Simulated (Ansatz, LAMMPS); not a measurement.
Si well of 16 atomic layers along [001] in random Si0.8Ge0.2, interfaces graded over 4 layers

Cell 16.58 × 16.58 × 54.94 Å, Si625Ge95, 720 atoms. Prepared with Tersoff's 1989 multicomponent potential (SiCGe.tersoff) (LAMMPS): minimisation. 

Computed with PBE, support functions at accuracy medium on the grid of 370 eV (norm-conserving potentials; Ansatz, an electronic-structure program).

Basis: localised support functions (accuracy medium) on a full density matrix. k-points: zone centre alone; occupations: Fermi-Dirac, 0.010 eV; spin polarisation not allowed. No spin-orbit coupling.

```
Quantity                                                                                            Value
----------------------------------------------  ---------------------------------------------------------
Kohn-Sham gap of the cell on its k-mesh                                                           0.46 eV
weight of the highest filled level on the well                                                       0.34
weight of the lowest empty level on the well                                                         0.92
coordination (neighbours within 2.852 Å)                                                   100.0 % 4-fold
Ge-Ge bonds, mean ± spread                                                                2.465 ± 0.006 Å
Ge-Si bonds, mean ± spread                                                                2.419 ± 0.006 Å
Si-Si bonds, mean ± spread                                                                2.378 ± 0.005 Å
bond angles, mean ± spread                                                                  109.5° ± 0.9°
pressure                                                                                        -0.67 GPa
cost of the final run                           around 40 core-minutes (rough), 16 SCF iterations, 15 GiB
```
